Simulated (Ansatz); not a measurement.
Base system: NiO in the rock salt structure (space group Fm-3m, No. 225; a = 4.216 Å; ferromagnetic).

(Cell as relaxed with PBE.)

Levels (all Ansatz, a quantum-chemistry and plane-wave program, PAW): PBE (420 eV, no spin-orbit coupling); PBEsol+U (U_eff on d states: Ni 6.20 eV), PAW, 420 eV (Ansatz; spin-orbit coupling left out).

Each level relaxes its own structure.

```json
[
 {"quantity": "volume per atom", "PBE": "9.37 Å³", "PBEsol+U": "(withheld)"},
 {"quantity": "lattice parameter a", "PBE": "4.216 Å", "PBEsol+U": "(withheld)"},
 {"quantity": "band gap", "PBE": "zero", "PBEsol+U": "(withheld)"},
 {"quantity": "magnetic state", "PBE": "ferromagnetic", "PBEsol+U": "(withheld)"},
 {"quantity": "largest site moment", "PBE": "1.45 μB", "PBEsol+U": "(withheld)"}
]
```

Q: Given the PBE results, estimate those of PBEsol+U.

A: 
- volume per atom, PBEsol+U: 9.29 Å³
- lattice parameter a, PBEsol+U: 4.204 Å
- band gap, PBEsol+U: 1.93 eV
- magnetic state, PBEsol+U: ferromagnetic
- largest site moment, PBEsol+U: 1.72 μB

PBE's volume per atom lies 0.08 Å³ above PBEsol+U's (0.8 %); PBE's lattice parameter a lies 0.012 Å above PBEsol+U's (0.3 %); they disagree on the band gap; PBE's largest site moment lies 0.265 μB below PBEsol+U's; the two agree on the magnetic state. Neither level is exact; PBEsol+U is the comparison here, not a measurement.

Stability against distortions was not tested. No Hubbard U is applied in the runs without +U and the magnetic state is the run's own (NiO ferromagnetic); small cells can't hold the antiferromagnetic order that many such compounds have, so gaps and moments can be off. Where the two band edges lie in opposite spin channels, the gap is a spin-flip gap. In its common phase, real NiO is an antiferromagnetic insulator at low temperature. The U values are a database's picks, fitted on other projectors than the ortho-atomic ones used here.
